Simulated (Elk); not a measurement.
## Worked example: self-consistent single point of Nb (Im-3m, 1 atom in the cell) in Elk

Method of the run: PBE, all-electron FP-LAPW, Elk's shipped species files, APW+lo basis with extra local orbitals (Elk 10.2.4).

The input file:

```
tasks
  0

xctype
  20

rgkmax
  8.0

gmaxvr
  16.0

nxlo
  2

lorbcnd
  .true.

lmaxi
  2

swidth
  0.00367493

maxscl
  100

avec
   -3.1336383462    3.1336383462    3.1336383462
    3.1336383462   -3.1336383462    3.1336383462
    3.1336383462    3.1336383462   -3.1336383462

atoms
  1
  'Nb.in'
  1
  0.0000000000  0.0000000000  0.0000000000    0.0 0.0 0.0

ngridk
  8 8 8
```

The program printed (abridged):

```
│ Elk code version 10.2.4 │

All units are atomic (Hartree, Bohr, etc.)

│ Ground-state run starting from atomic densities │

Lattice vectors :
  -3.133638346       3.133638346       3.133638346
   3.133638346      -3.133638346       3.133638346
   3.133638346       3.133638346      -3.133638346

Unit cell volume      :    123.0854196
Brillouin zone volume :    2.015268862

Muffin-tin inner radius fraction :   0.1000000000E-01

Nuclei treated as point charges

Species :    1 (Nb)
 parameters loaded from : Nb.in
 name : niobium
 nuclear charge    :   -41.00000000
 electronic charge :    41.00000000
 atomic mass :    169357.9703
 muffin-tin radius :    2.600000000
 number of radial points in muffin-tin :    597
 atomic positions (lattice), magnetic fields (Cartesian) :
   1 :   0.00000000  0.00000000  0.00000000    0.00000000  0.00000000  0.00000000

Total number of atoms per unit cell :    1

Spin treatment :
 spin-unpolarised

Number of Bravais lattice symmetries :   48
Number of crystal symmetries         :   48
Crystal has inversion symmetry
Real symmetric eigensolver will be used

k-point grid :      8     8     8
k-point offset :    0.000000000       0.000000000       0.000000000
k-point set is reduced with full crystal symmetry group
Total number of k-points :       29

Muffin-tin radius times maximum |G+k| :    8.000000000
 using average radius
Maximum |G+k| for APW functions       :    3.076923077
Maximum (1/2)|G+k|²                   :    4.733727811
Maximum |G| for potential and density :    16.00000000
 potential will be trimmed for |G| > 2 gkmax
Constant for pseudocharge density :   10
Radial integration step length :    4

G-vector grid sizes :     28    28    28
Number of G-vectors :     8583

Maximum angular momentum used for
 APW functions                      :    8
 outer part of muffin-tin           :    6
 inner part of muffin-tin           :    2

Total nuclear charge    :   -41.00000000
Total core charge       :    28.00000000
Total valence charge    :    13.00000000
Total excess charge     :    0.000000000
Total electronic charge :    41.00000000

Effective Wigner radius, rₛ :   0.8949072946

Number of empty states         :    4
Total number of valence states :   11
Total number of core states    :   28

Conduction state local-orbitals added automatically
Total number of local-orbitals :   83

Exchange-correlation functional :     20     0     0
 Perdew-Burke-Ernzerhof, Phys. Rev. Lett. 77, 3865 (1996)
 gradient requirement :    1
 generalised gradient approximation (GGA)

Smearing type :    3
 Fermi-Dirac
Smearing width :   0.3674930000E-02
Effective electronic temperature (K) :    1160.451112

Mixing type :    3
 Broyden mixing, J. Phys. A: Math. Gen. 17, L317 (1984)

Kohn-Sham potential initialised from atomic data

│ Self-consistent loop started │
│ Loop number : 1 │
 total energy                :     -3820.12006874
│ Loop number : 2 │
 total energy                :     -3820.19893694
RMS change in Kohn-Sham potential (target) :   0.1258453718     (  0.1000000000E-05)
Absolute change in total energy (target)   :   0.7886819500E-01 (  0.1000000000E-03)
│ Loop number : 3 │
 total energy                :     -3820.25858239
RMS change in Kohn-Sham potential (target) :   0.1231597834     (  0.1000000000E-05)
Absolute change in total energy (target)   :   0.7936250601E-01 (  0.1000000000E-03)
│ Loop number : 4 │
 total energy                :     -3820.32043824
RMS change in Kohn-Sham potential (target) :   0.1046640507     (  0.1000000000E-05)
Absolute change in total energy (target)   :   0.8169646681E-01 (  0.1000000000E-03)
│ Loop number : 5 │
 total energy                :     -3820.48423914
RMS change in Kohn-Sham potential (target) :   0.4770001821E-01 (  0.1000000000E-05)
Absolute change in total energy (target)   :   0.1842250205     (  0.1000000000E-03)
│ Loop number : 6 │
 total energy                :     -3820.55860378
RMS change in Kohn-Sham potential (target) :   0.1512245835E-01 (  0.1000000000E-05)
Absolute change in total energy (target)   :   0.1204208975     (  0.1000000000E-03)
│ Loop number : 7 │
 total energy                :     -3820.57573689
RMS change in Kohn-Sham potential (target) :   0.4233433508E-03 (  0.1000000000E-05)
Absolute change in total energy (target)   :   0.4723833139E-01 (  0.1000000000E-03)
│ Loop number : 8 │
 total energy                :     -3820.54847209
RMS change in Kohn-Sham potential (target) :   0.4305366663E-03 (  0.1000000000E-05)
Absolute change in total energy (target)   :   0.1545521191E-01 (  0.1000000000E-03)
│ Loop number : 9 │
 total energy                :     -3820.54462251
RMS change in Kohn-Sham potential (target) :   0.3881192024E-03 (  0.1000000000E-05)
Absolute change in total energy (target)   :   0.7713383359E-02 (  0.1000000000E-03)
│ Loop number : 10 │
 total energy                :     -3820.54718842
RMS change in Kohn-Sham potential (target) :   0.2671251148E-04 (  0.1000000000E-05)
Absolute change in total energy (target)   :   0.6375561770E-03 (  0.1000000000E-03)
│ Loop number : 11 │
 total energy                :     -3820.54770654
RMS change in Kohn-Sham potential (target) :   0.3070395147E-05 (  0.1000000000E-05)
Absolute change in total energy (target)   :   0.6775141569E-03 (  0.1000000000E-03)
│ Loop number : 12 │
 total energy                :     -3820.54768763
RMS change in Kohn-Sham potential (target) :   0.1579818657E-05 (  0.1000000000E-05)
Absolute change in total energy (target)   :   0.1504700199E-03 (  0.1000000000E-03)
│ Loop number : 13 │
 total energy                :     -3820.54765617
RMS change in Kohn-Sham potential (target) :   0.1493927069E-06 (  0.1000000000E-05)
Absolute change in total energy (target)   :   0.6158089946E-05 (  0.1000000000E-03)
Convergence targets achieved

│ Loop number : 14 │

Energies :
 Fermi                       :     0.400500044887
 sum of eigenvalues          :     -2264.17381189
 electron kinetic            :      3953.98405865
 core electron kinetic       :      3872.43353038
 Coulomb                     :     -7655.37588036
 Coulomb potential           :     -6062.94555948
 nuclear-nuclear             :     -383.536133305
 electron-nuclear            :     -8480.73393463
 Hartree                     :      1208.89418757
 Madelung                    :     -4623.90310062
 xc potential                :     -155.212311056
 exchange                    :     -117.043449613
 correlation                 :     -2.11078105468
 electron entropic           :    -0.160132575463E-02
 total energy                :     -3820.54765371

Density of states at Fermi energy :    34.35044904
 (states/Hartree/unit cell)

Estimated indirect band gap :   0.3786332659E-02
 from k-point      3 to k-point      2
Estimated direct band gap   :   0.4848860354E-01
 at k-point     18

Charges :
 core                        :    28.00000000
 valence                     :    13.00000000
 interstitial                :    1.669925770
 muffin-tins (core leakage)
  species :    1 (Nb)
   atom    1                 :    39.33007423     (  0.9348655929E-06)
 total in muffin-tins        :    39.33007423
 total calculated charge     :    41.00383444
 total charge                :    41.00000000
 error                       :   0.3834443728E-02

│ Self-consistent loop stopped │
```

The run converged in 14 iterations. The count includes the last loop, which Elk runs after its targets are met.

The starting cell has typed, rounded lattice constants, without a prior relaxation at this level. Its lattice was rescaled by up to half a per cent. Spin polarisation is off. Values depend on the basis (sphere radii, cutoffs, local orbitals), which need not be converged. The log's line on a gap gives a spacing of levels on this mesh, which the program prints for metals too.
